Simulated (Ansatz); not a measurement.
Consider CaF₂ in the fluorite structure (space group Fm-3m, No. 225).

```
CaF2
1.0
    0.00000     2.71957     2.71957
    2.71957     0.00000     2.71957
    2.71957     2.71957     0.00000
Ca F
1 2
Direct
  0.00000   0.00000   0.00000
  0.25000   0.25000   0.25000
  0.75000   0.75000   0.75000
```

The values are results of Ansatz (an electronic-structure program) r2SCAN, spin-orbit coupling left out, not measurements.

Base values:

| Item | Result |
|---|---|
| Band gap | 8.03 eV |
| Gap character | indirect, X → Γ |
| Lattice parameter a | 5.439 Å |

Now apply this change: hydrostatic tension (pressure −2 GPa).

Task: Estimate the effect on the band gap.

Result: The band gap drops by 0.14 eV, from 8.03 eV to 7.89 eV.

Task: Estimate the effect on the gap character.

Result: The gap character stays indirect, X → Γ.

Task: How does this affect the lattice parameter a?

Result: The lattice parameter a increases by 0.043 Å (5.439 Å → 5.482 Å).

Load acts through the strain it causes; cell and atoms are relaxed under it. Whether these cells are dynamically stable was not tested.
